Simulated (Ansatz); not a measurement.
Where the default PAW files enter, the runs use the earlier of Ansatz's two default sets.

Given:

```xyz
4
Lattice="3.0735 0.0000 0.0000 0.0000 5.0453 0.0000 1.5368 0.0000 2.6617" Properties=species:S:1:pos:R:3 pbc="T T T"
Si     1.5368     2.5246     0.8872
Si     3.0735     0.0020     1.7745
C      1.5368     0.6286     0.8872
C      3.0735     3.1513     1.7745
```

Space group of this cell: P6_3mc, wurtzite. The cell is taken as given.

Transport runs along the normal of the first two printed cell vectors, the (100) plane of the conventional cell.

The gap is the functional's own, uncorrected, and κ follows it; spin-orbit coupling is left out. Mid-gap means the computed energy nearest the middle.

### Question
Estimate the band gap and the smallest decay constant κ at mid-gap that Ansatz (a program for electronic structure) with r2SCAN returns for this system.

### Answer
Gap 2.65 eV on a 12×6×12 mesh; κ = 0.258 1/Å, at (0.500, 0.000) of the in-plane reciprocal vectors. At the zone centre the slowest state has κ = 0.28 1/Å.
